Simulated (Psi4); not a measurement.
Psi4 1.11, WB97X/def2-svp: ammonium ([NH4+]), charge +1, multiplicity 1, 5 atoms. The geometry is a generated start, not checked to be a minimum at this level.

```
Property                             Result
--------------------------  ---------------
task                                 energy
method                                wb97x
basis                              def2-svp
memory                                 3 GB
maxiter                                 100
keys of the molecule block      symmetry c1
scf_type                       df (default)
e_convergence               1e-06 (default)
d_convergence               1e-06 (default)
dft_radial_points              75 (default)
dft_spherical_points          302 (default)
basis functions                          34
grid points                          109483
```

```xyz
5

N      0.0000    -0.0001     0.0000
H     -0.6880    -0.2963    -0.7064
H      0.0771     1.0265     0.0003
H     -0.3069    -0.3191     0.9303
H      0.9177    -0.4110    -0.2241
```

Charge 1 and multiplicity 1 are set for this test and not shown to be the ground state.

With the defaults (diis = true, scf_initial_accelerator = adiis, damping_percentage = 0, level_shift = 0, level_shift_cutoff = 0.01, diis_max_vecs = 10, soscf = false, soscf_start_convergence = 0.01, guess = auto, which took SAD, diis_start = 1) it converges in 6 SCF iterations. One run each on 2 threads, with these changes:
- guess = huckel
- diis = false, scf_initial_accelerator = none, damping_percentage = 60
- diis_max_vecs = 20
- diis_max_vecs = 6
- level_shift = 0.1, level_shift_cutoff = 0.001
- diis_start = 4
- diis_max_vecs = 3
- soscf = true, soscf_start_convergence = 0.1
- scf_initial_accelerator = ediis

Question: Name the settings that don't reach the solution of the defaults.

Answer: No convergence: diis = false, scf_initial_accelerator = none, damping_percentage = 60 (the run ends without SCF convergence in 100 iterations). The rest reach the solution of the defaults.

| setting | SCF iterations | JK calls | end |
|---|---|---|---|
| soscf = true, soscf_start_convergence = 0.1 | 5 | 14 | same solution |
| the defaults | 6 | 7 | same solution |
| level_shift = 0.1, level_shift_cutoff = 0.001 | 6 | 7 | same solution |
| diis_max_vecs = 3 | 6 | 7 | same solution |
| scf_initial_accelerator = ediis | 6 | 7 | same solution |
| diis_max_vecs = 6 | 6 | 7 | same solution |
| diis_max_vecs = 20 | 6 | 7 | same solution |
| guess = huckel | 7 | 17 | same solution |
| diis_start = 4 | 8 | 9 | same solution |
| diis = false, scf_initial_accelerator = none, damping_percentage = 60 | 100 | 101 | no convergence |

An SOSCF iteration holds several JK calls; a Hückel guess adds calls on atoms.
